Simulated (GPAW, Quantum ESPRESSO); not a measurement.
A Quantum ESPRESSO input for a self-consistent single point of a sheet of PtS2 (3 atoms in the cell) (DFT, PBE, plane waves, SSSP 1.1.2 efficiency (PBE) pseudopotentials):

```fortran
&control
 calculation = 'scf',
 prefix = 'PtS2',
 outdir = './tmp',
 pseudo_dir = './',
 tprnfor = .true.,
 tstress = .true.,
/
&system
 ibrav = 0,
 nat = 3,
 ntyp = 2,
 ecutwfc = 40,
 ecutrho = 320,
 occupations = 'smearing',
 smearing = 'fd',
 degauss = 0.0073499,
/
&electrons
 conv_thr = 1e-10,
 mixing_beta = 0.3,
/
ATOMIC_SPECIES
Pt   195.0840  pt_pbe_v1.4.uspp.F.UPF
S     32.0600  s_pbe_v1.4.uspp.F.UPF
CELL_PARAMETERS angstrom
   3.3540250838     0.0000000000     0.0000000000
  -1.6770125419     2.9046709275     0.0000000000
   0.0000000000     0.0000000000    16.7926240000
ATOMIC_POSITIONS angstrom
Pt    0.0000000000    0.0000000000    8.3963120000
S     0.0000000000    1.9364472850    9.7926186856
S     1.6770125419    0.9682236425    7.0000053144
K_POINTS automatic
11 11 1  0 0 0
```

Question: Write the same calculation as an input for GPAW.

Answer: This is the input that was run; spellings and numerical settings could be chosen otherwise.

```python
from ase import Atoms
from ase.units import GPa
from gpaw import GPAW

atoms = Atoms(['Pt', 'S', 'S'],
              cell=[[3.354025, 0.000000, 0.000000],
                    [-1.677013, 2.904671, 0.000000],
                    [0.000000, 0.000000, 16.792624]],
              positions=[[0.000000, 0.000000, 8.396312],
                         [-0.000002, 1.936448, 9.792619],
                         [1.677014, 0.968223, 7.000005]],
              pbc=True)

calc = GPAW(mode={'name': 'pw', 'ecut': 600},
            xc='PBE',
            kpts=(11, 11, 1),
            occupations={'name': 'fermi-dirac', 'width': 0.1},
            nbands=-9,
            convergence={'density': 1e-05, 'energy': 1e-05},
            symmetry={'symmorphic': False, 'tolerance': 0.0005},
            maxiter=120)

atoms.calc = calc

energy = atoms.get_potential_energy()
print('Energy (eV):', round(energy, 6))
forces = atoms.get_forces()
print('Forces (eV/Ang):')
print(forces.round(5))
stress = atoms.get_stress()
print('Stress (GPa, Voigt):', (stress / GPa).round(4))
```

Basis settings and potentials, where a program has them, do not carry over. This input uses DFT PBE, plane waves, GPAW PAW datasets PBE (gpaw-data 1.0.1).

The starting cell was generated: these elements placed on a structure prototype, without a prior relaxation; it need not be a known phase or ordering of this composition. Its lattice was rescaled in the plane by a random factor within 2.5 % of one.
